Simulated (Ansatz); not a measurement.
Ansatz (a program for electronic structure) run on Ba₄As₂O (P1, 7 atoms in the cell): self-consistent single point.

Method of the run: LDA (PW92), PAW files made with PBE (plane waves; Ansatz).

The change in words: atoms moved at random. Reference geometry:
```yaml
crystal:
  lattice:
    - [-2.54255, 2.54255, 8.50640]
    - [2.54255, -2.54255, 8.50640]
    - [2.54255, 2.54255, -8.50640]
  atoms:
    - { symbol: Ba, position: [0.67539, 0.67539, 0.00000] }
    - { symbol: Ba, position: [0.32461, 0.32461, 0.00000] }
    - { symbol: Ba, position: [0.50000, 0.00000, 0.50000] }
    - { symbol: Ba, position: [0.00000, 0.50000, 0.50000] }
    - { symbol: As, position: [0.86438, 0.86438, 0.00000] }
    - { symbol: As, position: [0.13562, 0.13562, 0.00000] }
    - { symbol: O, position: [0.50000, 0.50000, 0.00000] }
```

Reference input (self-consistent single point, DFT, LDA (PW92), plane waves, PAW files made with PBE): basis.ecutwfc = 420 eV; kpoints.mp_grid.grid = 4 4 4; hamiltonian.xc = lda; hamiltonian.pseudopotentials = {kind: paw} (an earlier, softer set of the program's PAW files); scf.occupations.method = fixed. This run's input differs from it in these lines:

Ansatz 0.2 input:
```diff
@@ -7,9 +7,9 @@
   atoms:
-    - { symbol: Ba, position: [0.675390, 0.675390, 0.000000] }
-    - { symbol: Ba, position: [0.324610, 0.324610, 0.000000] }
-    - { symbol: Ba, position: [0.500000, 0.000000, 0.500000] }
-    - { symbol: Ba, position: [0.000000, 0.500000, 0.500000] }
-    - { symbol: As, position: [0.864380, 0.864380, 0.000000] }
-    - { symbol: As, position: [0.135620, 0.135620, 0.000000] }
-    - { symbol: O, position: [0.500000, 0.500000, 0.000000] }
+    - { symbol: Ba, position: [0.671873, 0.672846, 0.002228] }
+    - { symbol: Ba, position: [0.338268, 0.319304, 0.012480] }
+    - { symbol: Ba, position: [0.503212, 0.008585, 0.502984] }
+    - { symbol: Ba, position: [-0.008454, 0.504253, 0.495329] }
+    - { symbol: As, position: [0.852488, 0.862648, -0.015038] }
+    - { symbol: As, position: [0.141296, 0.120832, -0.009619] }
+    - { symbol: O, position: [0.501317, 0.511532, 0.011636] }
 basis:
```

Log, with long lists cut:

```
SCF iter   1: F=—  HF=-33233.106808 eV  |F-HF|=—  |Δ(HF+E_count)|=         —  Δρ=8.03e-2  dr2=1.59e1  ethr=3.10e-3  ⟨swp⟩=6.0  Hψ=6590  notcnv=0  defer=176
all-band conjugate gradients solve this SCF's bands
   [... lines left out ...]
SCF iter   7: F=—  HF=-33229.928983 eV  |F-HF|=—  |Δ(HF+E_count)|=   1.25e-4  Δρ=1.17e-4  dr2=4.86e-5  ethr=5.46e-7  ⟨swp⟩=2.0  Hψ=3144  notcnv=0  defer=173
SCF iter   8: F=—  HF=-33229.929083 eV  |F-HF|=—  |Δ(HF+E_count)|=   9.93e-5  Δρ=3.02e-5  dr2=7.20e-6  ethr=6.39e-8  ⟨swp⟩=3.0  Hψ=2971  notcnv=0  defer=97
SCF iter   9: F=—  HF=-33229.929083 eV  |F-HF|=—  |Δ(HF+E_count)|=   7.37e-7  Δρ=1.03e-5  dr2=3.44e-7  ethr=9.47e-9  ⟨swp⟩=2.0  Hψ=1805  notcnv=0  defer=97
SCF iter  10: F=-33229.929083 eV  HF=-33229.929084 eV  |F-HF|=4.54e-8  |Δ(HF+E_count)|=   8.79e-8  Δρ=2.52e-6  dr2=2.34e-8  ethr=1.32e-10  ⟨swp⟩=15.8  Hψ=9570  notcnv=0
SCF 1 converged in 10 iterations: F = -33229.929083 eV  dr2 = 2.34e-8
Free energy (F): -33229.929083 eV
Internal energy: -33229.929083 eV  (E = F + TS)
E sigma→0 (E₀):  -33229.929083 eV
Fermi energy:    8.206380 eV
--- Forces (eV/Å), atoms counted from 1 ---
  atom   1  Ba     0.01556653     0.02433391     0.30533149
  atom   2  Ba     0.04912502    -0.08459818     0.26688447
  atom   3  Ba     0.05535889    -0.10913641    -0.29750724
  atom   4  Ba    -0.07916764     0.35038509    -0.27508418
  atom   5  As     0.00754523     0.04777962    -0.10040640
  atom   6  As     0.09755809    -0.08511617    -0.05960418
  atom   7  O     -0.14599272    -0.14364345     0.16038786
--- Stress (GPa, compression-positive) ---
       -0.894511      -0.011242       0.149814
       -0.011242      -0.869626      -0.210855
        0.149814      -0.210855      -0.892867
  P = ⅓ Tr σ = -0.8857 GPa (-8.857 kbar)
  The stress holds the Pulay correction. Without it, at fixed plane waves, as pw.x and ABINIT print it: P = -0.9538 GPa
```

The run converged in 10 iterations. Against the reference run the free energy goes up by 6.9 meV/atom, the pressure hardly changes (-0.99 to -0.89 GPa), the largest force goes from 0.057 to 0.452 eV/Å and the gap on the mesh goes from 0.506 to 0.557 eV.

The starting cell comes from a database of computed structures (which also holds hypothetical and non-ambient phases and stackings), without a prior relaxation at this level. Its lattice was rescaled by a random factor within 2.5 % of one. For this run, on top of that: atoms moved at random. Ansatz's pressure includes its estimate of the finite-basis (Pulay) stress.

Cost on one core of a shared machine: roughly 50 s.
